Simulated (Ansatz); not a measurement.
C (I4_1/amd): band-edge transport data

Consider the following.

```
CELL_PARAMETERS angstrom
      0.00000     1.79415     1.77244
      1.79415     0.00000     1.77244
      1.79415     1.79415     0.00000
ATOMIC_POSITIONS crystal
  C  0.00000 0.00000 0.00000
  C  0.25000 0.25000 0.25000
```

Level of theory: r2SCAN, rigid bands (plane waves, PAW, scalar-relativistic; Ansatz, a first-principles code). Condition of this run: biaxial stress in (001) of -11 GPa (compression positive) (the target of the relaxation). Geometry: cell and atoms relaxed with PBEsol, then loaded as said.

```yaml
band_gap: 4.01 eV
electron conductivity mass (300 K, dilute): 0.28 (x), 0.28 (y), 1.52 (z) mₑ
hole conductivity mass (300 K, dilute): 0.35 (x), 0.35 (y), 0.64 (z) mₑ
effective density of states N_c (300 K): 1.8e19 cm⁻³
effective density of states N_v (300 K): 6.6e18 cm⁻³
density_of_states_mass_electrons: 0.79 mₑ
density_of_states_mass_holes: 0.41 mₑ
Seebeck coefficient, n-type 1e19 cm⁻³, 300 K: -266 μV/K
Seebeck coefficient, p-type 1e19 cm⁻³, 300 K: 210 μV/K
best p-type power factor at 300 K for τ = 10 fs (best axis; densities from 1e16 to 1e21 cm⁻³ tried, whether or not they can be reached): 11.2 μW/(cm·K²) at 3e20 cm⁻³
```

Rigid bands; masses and Seebeck coefficients take one relaxation time τ for all states and one kind of carrier; polarons and phonon drag are left out. Spin-orbit coupling is left out. Geometry: cell and atoms relaxed with PBEsol.
